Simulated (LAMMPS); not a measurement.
Pressure dependence of Pt (fcc) at 2650 K, from the melt.

Level of theory: classical MD, pair style meam, file library.meam (library.meam-Pt), run in LAMMPS.

```
P (GPa)   state                  volume       coordination number  self-diffusion coefficient of Pt (not corrected for cell size)
-------  ------  ----------------------  ------------------------  --------------------------------------------------------------
0        liquid    18.00 ± 0.02 Å³/atom   9.3 (counted to 3.42 Å)                                       (4.8 ± 0.1) × 10^-5 cm²/s
2        liquid  17.318 ± 0.010 Å³/atom  10.5 (counted to 3.54 Å)                                     (4.65 ± 0.03) × 10^-5 cm²/s
5        liquid  16.661 ± 0.002 Å³/atom  11.5 (counted to 3.62 Å)                                     (3.92 ± 0.08) × 10^-5 cm²/s
```

Caution: the potential MEAM library.meam-Pt is a first-neighbour MEAM set with a 4 Å cutoff, used here without a parameter file and away from the static properties it was fitted to.

Caution (rows 2; 5): a run this short can hold a crystal over, or a liquid under, the potential's own melting point, which these runs don't give.

Estimate the isothermal bulk modulus at zero pressure. A parabola P(ln V) through the three points gives −dP/d ln V = 39 GPa at zero pressure.

States go by the mean squared displacement: a species diffuses where it passes 1.5 Å², still rises and gives D over 1e-6 cm²/s; a crystal has left its structure where atoms lie 0.35 Å off their sites on average or a cubic box changes its shape by 3 %, or the axial ratios of another lie 8 % off the starting cell's, which the potential's own relaxation can also do.

Errors of D are the spread over four groups of atoms in one short run; a floor of about 5 %, a picked value, is safer.

The ± values are statistical; the model's systematic error is not in them.
